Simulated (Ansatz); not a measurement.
The reference is BaHfO₃ in the cubic perovskite structure (space group Pm-3m, No. 221; a = 4.206 Å).

Levels (all Ansatz, an electronic-structure program, PAW): PBE (420 eV, scalar-relativistic without spin-orbit coupling); r2SCAN (500 eV, no spin-orbit coupling).

Levels that relaxed their own cell: PBE and r2SCAN.

| level | lattice parameter a |
|---|---|
| PBE | 4.206 Å |
| r2SCAN | 4.177 Å |

Measured: lattice parameter a 4.171 Å (room temperature; as listed in Zhao, Hongsheng, Chang, Aimin, Wang, Yunlan, arXiv (2008)).

Computed minus measured — lattice parameter a: PBE +0.8 %, r2SCAN +0.1 % (closest: r2SCAN). Measured values not marked as corrected hold thermal and zero-point effects that the static-lattice runs lack.

No phonon test of stability was made.
